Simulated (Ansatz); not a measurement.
Structure of amorphous In9Ga9Zn9O38Zr (periodic cell):

```xyz
66
Lattice="9.4334 0.1345 0.0980 0.1345 9.4145 -0.1829 0.0980 -0.1829 9.3918" Properties=species:S:1:pos:R:3 pbc="T T T"
In     5.4569     3.6679     1.5604
In     8.3261     4.5915     3.8239
In     8.7390     8.1738     3.1745
In     3.6483     7.6370     7.6270
In     3.7745     1.4976     3.4562
In     7.0556     1.2627     5.0418
In     7.9771     1.6059     1.5514
In     4.8421     1.9259     7.4108
In     8.5797     2.6191     7.7853
Ga     2.2169     4.5109     2.9851
Ga     7.9126     5.4313     0.8339
Ga     5.2086     4.2812     4.6796
Ga     0.2772     8.5810     6.2102
Ga     5.7066     5.0135     8.2875
Ga     2.3968     8.9006     1.6403
Ga     1.8911     5.9612     0.1765
Ga     0.8113     1.6084     4.1763
Ga     2.3833     6.9814     4.4659
Zn     8.8997     5.7034     7.3244
Zn     2.1278     0.9581     6.6183
Zn     6.8150     8.8702     7.9112
Zn     5.0748     0.2379     1.0053
Zn     1.8962     2.4673     0.3163
Zn     5.0768     8.5098     4.3526
Zn     4.6953     6.6595     2.2422
Zn     9.1841     8.1457     9.3065
Zn     6.5894     6.7351     5.6110
O      6.9340     1.4422     7.2252
O      7.5686     4.5533     8.4051
O      4.5102     8.6111     2.4205
O      5.7583     1.6913     2.1865
O      3.6800     7.7848     5.4698
O      2.8754     7.5839     0.3137
O      9.5413     6.1064     9.2808
O      4.8041    -0.0648     8.3760
O      3.0128     1.1933     1.3263
O      2.1073     4.3403     1.0772
O      5.6301     6.6493     7.4047
O      2.7686     2.3257     7.8508
O      2.7170     5.6107     7.8158
O      5.8321     5.7638     0.8772
O      8.5480     1.0514     3.5049
O      1.7853     8.7489     7.2997
O      5.0910     3.3746     8.9488
O      0.5004     3.8391     6.9655
O      7.0870     8.4959     4.5809
O      2.6852     6.4139     2.7048
O      4.6298     3.9432     6.3935
O      0.5164     8.6667     1.4387
O      2.2217     5.1261     4.8673
O      6.8060     3.3084     4.5623
O      7.6297     3.7713     1.7641
O      5.5654     5.9568     4.0132
O      8.4746     7.9569     7.4418
O      9.3754     1.1646     6.0201
O      7.2975     9.2463     0.4628
O      0.6443     7.6295     4.6760
O      9.4181     2.0359     0.0726
O      0.6752     3.3372     3.3176
O      4.0159     3.6789     3.2056
O      2.0144     0.2309     3.6119
O      8.3989     6.2408     2.4793
O      8.1853     5.7133     5.5582
O      4.9245     1.0510     5.2344
O      2.3715     2.2735     5.1780
Zr     2.4288     4.0350     6.5581
```

The numbers are results of PBE, scalar-relativistic without spin-orbit coupling (plane waves to 420 eV, PAW; Ansatz, a first-principles code), not measurements.

Preparation: random packing, a CHGNet melt and quench, and a DFT relaxation. O atoms were pushed apart under 1.9 Å during the dynamics, to hinder bonds among them. The hot cell started wider than the set density and was brought back towards it in steps. It is the lowest in DFT energy of 2 quenches. It is a model cell: composition and starting density were chosen by hand, and all elements were melted together. No dispersion term was used. Its density started from a set value of 5.87 and ended at 5.87 g/cm³. The quench (nominally 210 K/ps over its main leg) was far faster than any real one, so the model tends to hold more defects than a real film. A cell of this size samples the disorder only roughly. The volume was held where the preparation left it and the shape relaxed, at a PBE pressure of 1.5 GPa. Stress components on the final sampling reach 1.5 GPa.

Cut-offs for bonds: In-In 3.12 Å, In-Ga 2.90 Å, In-Zn 2.90 Å, In-O 2.68 Å, In-Zr 3.27 Å, Ga-Ga 2.68 Å, Ga-Zn 2.68 Å, Ga-O 2.52 Å, Ga-Zr 3.05 Å, Zn-Zn 2.68 Å, Zn-O 2.44 Å, Zn-Zr 3.05 Å, O-O 1.58 Å, O-Zr 2.65 Å, Zr-Zr 3.41 Å. Two cations that share two anions don't count as bonded, nor two that share one unless they lie closer than In-In 3.04 Å, In-Ga 2.82 Å, In-Zn 2.82 Å, In-Zr 3.18 Å, Ga-Ga 2.61 Å, Ga-Zn 2.61 Å, Ga-Zr 2.96 Å, Zn-Zn 2.61 Å, Zn-Zr 2.96 Å, Zr-Zr 3.32 Å.

Problem. Give the coordination numbers, mean bond lengths and angles.

Solution. 
The mean coordination of In by anions is 5.56 (5 with 5, 3 with 6, 1 with 7), the mean coordination of Ga by anions comes out as 4.56 (4 with 4, 5 with 5) and the mean coordination of Zn by anions is 4.22 (7 with 4, 2 with 5). The mean coordination of O comes out as 3.55 (19 with 3, 17 with 4, 2 with 5), the mean coordination of Zr by anions comes out as 6.00 (1 with 6) and the mean In-O bond is 2.202 Å (spread 0.106 Å, 50 counted). The mean Ga-O bond is 1.947 Å (spread 0.112 Å, 41 counted) and the mean Zn-O bond is 2.040 Å (spread 0.101 Å, 38 counted). The mean O-Zr bond is 2.110 Å (spread 0.100 Å, 6 counted). The bond angle at In is mean 104.5°, spread 27.9° and the bond angle at Ga is mean 107.5°, spread 23.3°. The bond angle at Zn is mean 108.1°, spread 23.1°, the bond angle at O comes out as mean 111.1°, spread 17.5° and the bond angle at Zr is mean 105.4°, spread 31.7°.

Problem. List the pairs of like atoms that count as bonded by the rules above.

Solution. There are none by these rules.
